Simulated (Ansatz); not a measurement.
The starting structures come from a database of crystals and need not be the phases stable at ambient conditions.

 Where the default PAW files enter, the runs use the earlier of Ansatz's two default sets.

The decay constant κ of evanescent states in the gap governs leakage through a thin film.

Given:

```xyz
2
Lattice="4.1987 0.0000 0.0000 0.0000 4.1987 0.0000 2.0994 2.0994 2.8799" Properties=species:S:1:pos:R:3 pbc="T T T"
Mg     0.0000     0.0000     0.0000
Se     4.1987     2.0994     1.4399
```

Space group of this cell: I-4m2. The cell is strained (lengths along the current scaled by 0.97, ions clamped); by r2SCAN its mean pressure is 1.9 GPa.

Transport runs along the normal of the first two printed cell vectors, the (001) (indices of the unstrained crystal) plane of the conventional cell.

The gap is the functional's own. No spin-orbit coupling. Mid-gap values are interpolated on the energy grid.

Task: State the band gap and the smallest decay constant κ at mid-gap according to Ansatz (an electronic-structure program) with r2SCAN.

Result: Gap 3.44 eV on a 10×10×10 mesh; κ = 0.229 1/Å, at the zone centre.
